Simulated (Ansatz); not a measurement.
The starting structures come from a database of crystals and need not be the phases stable at ambient conditions.

By PBEsol, the system below comes out a metal.

The ballistic (Sharvin) conductance counts the channels at the Fermi level: G/A = (e²/h) × channels of both spins per area.

Data:

```yaml
crystal:
  lattice:
    - [4.07549, 0.00000, 0.00000]
    - [-2.03774, 3.52948, 0.00000]
    - [0.00000, 0.00000, 3.87043]
  atoms:
    - { symbol: Y, position: [0.00000, 0.00000, 0.00000] }
    - { symbol: Si, position: [0.33333, 0.66667, 0.50000] }
    - { symbol: Si, position: [0.66667, 0.33333, 0.50000] }
```

Space group of this cell: P6/mmm. The cell is strained (lengths along the current scaled by 0.97, ions clamped).

The current flows along the normal of the first two printed cell vectors, the (001) (indices of the unstrained crystal) plane of the conventional cell. No spin-orbit coupling; the value is a mean over 0.1 eV about the Fermi level.

Give the ballistic conductance per area that PBEsol (Ansatz, an electronic-structure program) yields.

0.74 × 10¹⁵ S/m² for both spins.
